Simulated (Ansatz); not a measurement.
System: BaTiNOF (model structure, Pmmm, No. 47, 5 atoms in the cell). Method: PBE0 (Ansatz, an electronic-structure program, PAW).

Run with plane-wave cutoff 460 eV, 6×6×6 k mesh, Fermi–Dirac smearing 0.01 eV, no spin polarisation, scalar-relativistic PAW data made under PBE.

Cell (relaxed with PBEsol):

Space group Pmmm (No. 47); a = 3.976 Å, b = 4.023 Å, c = 4.113 Å, α = β = γ = 90.00°

```tsv
atom	site	symmetry	x	y	z
Ba	1h	mmm	0.5000	0.5000	0.5000
Ti	1a	mmm	0.0000	0.0000	0.0000
N	1b	mmm	0.5000	0.0000	0.0000
F	1c	mmm	0.0000	0.0000	0.5000
O	1e	mmm	0.0000	0.5000	0.0000
```

Task: Predict the band gap.

Result: 
band gap: 1.85 eV (on the SCF k mesh)

Note: the relaxation could raise the start's symmetry but not lower it, so the cell can be a saddle point; cell and atoms aren't relaxed at this level (pressure 1.2 GPa).

Spin–orbit coupling is not included.

Computed values are for the static lattice.

A model structure was made by putting elements into a prototype or built by hand; it is no filed structure, need not be a known phase, and can be a saddle point held by its symmetry.
